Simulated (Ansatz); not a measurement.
Base system: Tl in the hcp (Mg type) structure (space group P6_3/mmc, No. 194; a = 3.476 Å, c = 5.472 Å; relaxed with 0.1 eV smearing). Axes: x lies along a and z along c of the hexagonal cell.

Computed with PBEsol, PAW, 420 eV (Ansatz, a quantum-chemistry and plane-wave program; no spin-orbit coupling).

One thing is altered: compressive biaxial strain of 0.50 % in the plane normal to [001], as in epitaxy on a mismatched substrate; the out-of-plane cell vector and the atoms relax.

Task: What does the calculation give for the out-of-plane strain after the change?

Result: The out-of-plane strain is +0.56 %.

Task: Estimate the effect on the in-plane stress.

Result: The mean in-plane stress (compression positive) comes out as +0.2 GPa.

Stability against distortions was not tested.
